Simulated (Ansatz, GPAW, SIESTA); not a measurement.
**One structure in several programs: Ga2Pt (Fm-3m, 3 atoms in the cell)**

Relaxation of cell and atoms.

```xyz
3
Lattice="0.0000 2.9679 2.9679 2.9679 0.0000 2.9679 2.9679 2.9679 0.0000" Properties=species:S:1:pos:R:3 pbc="T T T"
Ga     4.4519     4.4519     4.4519
Ga     1.4840     1.4840     1.4840
Pt     0.0000     0.0000     0.0000
```

Shared settings, as Ansatz (a program for electronic structure) writes them: kpoints.mp_grid.grid = 8 8 8; scf.occupations.method = gaussian; scf.occupations.width = 0.02 Ry. Potentials and cutoffs stand in the table.

```
code                                                                                                                            model  final volume (Å³/atom)       cutoff
------  -----------------------------------------------------------------------------------------------------------------------------  ----------------------  -----------
Ansatz                                                                                                PBEsol, PAW files made with PBE                   17.31      default
GPAW                                                                            PBEsol, GPAW PAW datasets PBEsol (made by gpaw-setup)                   17.36       600 eV
SIESTA  GGA PBEsol, numerical atomic orbitals TZP, PseudoDojo PBEsol standard norm-conserving potentials (rewritten from UPF to PSML)                   17.46  grid 300 Ry
```

On Ansatz's run: spin-orbit coupling is off. Spin polarisation is off.

The spread over the programs that give each value: final volume within 0.15 Å³/atom.

SIESTA uses small atom-centred bases, whose incompleteness enters pressures, forces and empty levels differently from a plane-wave cutoff. The programs treat the finite-basis stress differently while the cell relaxes: Ansatz adds an estimate of it.

The starting cell comes from a database of computed structures (which also holds hypothetical and non-ambient phases and stackings), without a prior relaxation at this level.

Keys are those of Ansatz 0.2.
